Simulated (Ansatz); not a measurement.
Consider CdS in the zinc blende structure (space group F-43m, No. 216; a = 5.757 Å). Axes: x, y, z lie along the cube axes.

Method: DFT with LDA, PAW potentials and a 420 eV plane-wave cutoff in Ansatz (a quantum-chemistry and plane-wave program), spin-orbit coupling left out.

Now apply this change: the cell is scaled by 0.9900 in all directions; the atoms relax in the strained cell.

### Question
Predict the stress tensor and what it implies for the stiffness.

### Answer
Stress of the strained cell less that of the base (GPa, compression positive):
```
   2.20    0.00    0.00
   0.00    2.20    0.00
   0.00    0.00    2.20
```

Then B = −ΔP/(ΔV/V₀) with ΔV/V₀ = -0.0297 gives secant stiffness values (nonlinear terms included at this strain): B ≈ 74 GPa.

As a check, the harmonic strain energy −½ V₀ Δσ:ε is 4.9 meV/atom; the computed energy rise is 4.7 meV/atom.

No phonon test of stability was made.
